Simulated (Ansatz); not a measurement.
CsCl-type CuZn

Method: r²SCAN0 (Ansatz, an electronic-structure program, PAW).

Numerical settings: plane-wave cutoff 520 eV, 10×10×10 k mesh, Fermi–Dirac smearing 0.05 eV, no spin polarisation, scalar-relativistic PAW data made under PBE.

Cell: relaxed at this level.

```
Property                    Result
-------------------  -------------
volume per atom      12.59 Å³/atom
bulk modulus B0            124 GPa
lattice parameter a        2.931 Å
```

Measured, for comparison: equilibrium volume per atom 12.93 Å³/atom, lattice constant a 2.958 Å (temperature not stated, no zero-point or thermal correction; as tabulated in First-Principles Study on the Electrical and Thermal Conductivities of Cu–Zn …); bulk modulus 116 GPa (temperature not stated, no zero-point or thermal correction; as tabulated in Nepal et al. (2020), arXiv:2007.11150). Computed (rounded) less measured: equilibrium volume per atom -2.6 %, bulk modulus +7 %, lattice constant a -0.9 %. A static lattice is as a rule a little smaller and stiffer than an uncorrected measurement, which narrows the difference in the bulk modulus, lattice constant a and would widen misses of the other sign.

Note: the run has no spin polarisation, so it can have missed a magnetic state.

The computed numbers hold no vibrational or temperature effects.

Computing time: around 80 core-minutes (rough).
